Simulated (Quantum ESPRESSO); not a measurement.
Quantum ESPRESSO run on MgH2 (P4_2/mnm, 6 atoms in the cell): self-consistent single point.

Level of theory: LDA (PZ), GBRV 1.5 ultrasoft (LDA) pseudopotentials (plane waves; Quantum ESPRESSO).

```
CELL_PARAMETERS angstrom
      4.47669     0.00000     0.00000
      0.00000     4.47669     0.00000
      0.00000     0.00000     2.99254
ATOMIC_POSITIONS crystal
  Mg 0.50000 0.50000 0.50000
  Mg 0.00000 0.00000 0.00000
  H  0.69557 0.69557 0.00000
  H  0.30443 0.30443 0.00000
  H  0.80443 0.19557 0.50000
  H  0.19557 0.80443 0.50000
```

Reference input (self-consistent single point, DFT, LDA (PZ), plane waves, GBRV 1.5 ultrasoft (LDA) pseudopotentials): ecutwfc = 40 Ry; ecutrho = 200 Ry; occupations = smearing; smearing = gaussian; degauss = 0.000734986 Ry; potentials = {Mg: mg_lda_v1.4.uspp.F.UPF, H: h_lda_v1.4.uspp.F.UPF}; K_POINTS = automatic 8 8 11 0 0 0; conv_thr = 1e-10 Ry. This run's input differs from it in these lines:

```diff
@@ -21,3 +21,3 @@
 &ELECTRONS
-   conv_thr = 1.0d-10,
+   conv_thr = 1.0d-5,
 /
```

Log, with long lists cut:

```
     Self-consistent Calculation

     iteration #  1     ecut=    40.00 Ry     beta= 0.70

     total energy              =    -254.70721470 Ry
     estimated scf accuracy    <       0.54629651 Ry

     iteration #  2     ecut=    40.00 Ry     beta= 0.70

     total energy              =    -254.80818280 Ry
     estimated scf accuracy    <       0.01119327 Ry

     iteration #  3     ecut=    40.00 Ry     beta= 0.70

     total energy              =    -254.80945976 Ry
     estimated scf accuracy    <       0.00033367 Ry

     iteration #  4     ecut=    40.00 Ry     beta= 0.70
     End of self-consistent calculation

     the Fermi energy is     2.4637 ev

!    total energy              =    -254.80946828 Ry
     estimated scf accuracy    <       0.00000992 Ry
     smearing contrib. (-TS)   =      -0.00000000 Ry
     internal energy E=F+TS    =    -254.80946828 Ry

     convergence has been achieved in   4 iterations

     Forces acting on atoms (cartesian axes, Ry/au):

     atom    1 type  1   force =     0.00000000    0.00000000   -0.00000000
     atom    2 type  1   force =     0.00000000    0.00000000    0.00000000
     atom    3 type  2   force =     0.00003028    0.00003028    0.00000000
     atom    4 type  2   force =    -0.00003028   -0.00003028    0.00000000
     atom    5 type  2   force =    -0.00003028    0.00003028   -0.00000000
   [... lines left out ...]
     Total force =     0.000086     Total SCF correction =     0.000024
   [... lines left out ...]
     SCF correction compared to forces is large: reduce conv_thr to get better values

          total   stress  (Ry/bohr**3)                   (kbar)     P=      -20.98
  -0.00013952   0.00000000   0.00000000          -20.52        0.00        0.00
   0.00000000  -0.00013952   0.00000000            0.00      -20.52        0.00
   0.00000000   0.00000000  -0.00014872            0.00        0.00      -21.88

   JOB DONE.
```

The run converged in 4 iterations. Against the reference run the free energy is nearly the same (within 1 meV/atom), the pressure goes from -1.41 to -2.10 GPa, the largest force moves little (0.002 to 0.001 eV/Å) and the gap on the mesh hardly changes (3.504 to 3.502 eV). The full log also holds: “SCF correction compared to forces is large: reduce conv_thr to get better values”.

The starting cell comes from a database of computed structures (which also holds hypothetical and non-ambient phases and stackings), without a prior relaxation at this level.
